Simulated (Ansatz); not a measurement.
Consider the following.

```
MgS
1.0
    0.00000     2.48067     2.59105
    2.59105     0.00000     2.59105
    2.59105     2.48067     0.00000
Mg S
1 1
Direct
  0.00000   0.00000   0.00000
  0.50000   0.50000   0.50000
```

No spin polarisation.

A single point on MgS with a change (uniaxial strain ε_yy = −4.26 %), its geometry relaxed with PBEsol.

Calculations: Kohn–Sham DFT with the r2SCAN functional, run in Ansatz (a first-principles code) with PAW and 500 eV plane waves, no spin-orbit coupling. Γ-centred 11×11×11 mesh, Fermi–Dirac width 0.05 eV.

### Question
Predict the pressure.

### Answer
5.34 GPa.

### Question
Predict the gap character.

### Answer
Indirect, Γ → M.

Single points use the geometry relaxed with PBEsol. No phonon test of stability was made. The cell was made from MgS in the rock salt structure (space group Fm-3m, No. 225) by this change: uniaxial strain ε_yy = −4.26 %.
